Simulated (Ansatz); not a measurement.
Amorphous cells of 8 compositions: the gap between the highest filled and lowest empty level at the zone centre, by PBE and by a single point of HSE06 on the same geometry (PBE, scalar-relativistic without spin-orbit coupling (plane waves to 420 eV, PAW; Ansatz, a first-principles code); exact exchange cut at the cells' faces). The networks come from melt-quench runs on the CHGNet potential at compositions and starting densities chosen by hand, with anions pushed apart in the CHGNet dynamics, and DFT then relaxed them. The cells are small and were quenched far faster than real films, so single cells scatter. Defect or tail levels can set these gaps. The rows are the first to finish with both values and no moments.

```
cell                        PBE gap x (eV)  HSE06 gap y (eV)
--------------------------  --------------  ----------------
A (Zr20O43Mo, 5.23 g/cm3)             2.53              3.83
B (Zr20O43W, 5.41 g/cm3)              2.84              4.16
C (Zr20O43Lu2, 5.78 g/cm3)            3.40              4.92
D (Zr20O43Y2, 5.28 g/cm3)             3.46          withheld
E (Zr20O42Ti, 5.28 g/cm3)             3.48              5.00
F (Zr20O43Sc2, 5.17 g/cm3)            3.63              5.17
G (Zr20O43La2, 5.42 g/cm3)            3.71              5.24
H (Zr20O43Ga2, 5.42 g/cm3)            3.73              5.31
```

Q: Fit a straight line through the 7 full rows and predict the withheld value for D (Zr20O43Y2, 5.28 g/cm3).

A: Means: x = 3.331, y = 4.804. Slope = Σ(Δx Δy) / Σ(Δx²) = 1.61 / 1.302 = 1.24; the r.m.s. residual is 0.024. Prediction: 4.804 + 1.24 × (3.46 − 3.331) = 4.96. The run gave 4.96, 0.00 below the line.
